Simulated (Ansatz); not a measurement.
NaCl (Fm-3m), PBEsol, rigid bands (Ansatz, a quantum-chemistry and plane-wave program): N_v = 4.91e20 cm⁻³ at 300 K and a hole conductivity mass of 3.06 mₑ.

**Question.** For 1e16 holes per cm³ at 300 K, place the Fermi level, estimate the Seebeck coefficient of a parabolic band with constant τ, and give mobility and conductivity for τ = 20 fs.

**Answer.** The level lies k_BT ln(N_v/p) = 0.279 eV above the valence-band maximum. S ≈ +(k_B/e)[ln(N_v/p) + 5/2] = 1146 μV/K, against 1146 μV/K from the full bands (mean over directions). μ = eτ/m = 11.5 cm²/(V·s) and σ = peμ = 0.0184 S/cm. τ is assumed, not computed.

Band transport and this doping are assumed; polarons and phonon drag are left out. Spin-orbit coupling is left out; where it splits the top of the valence band, N_v and the p-type Seebeck coefficient come out somewhat high without it.
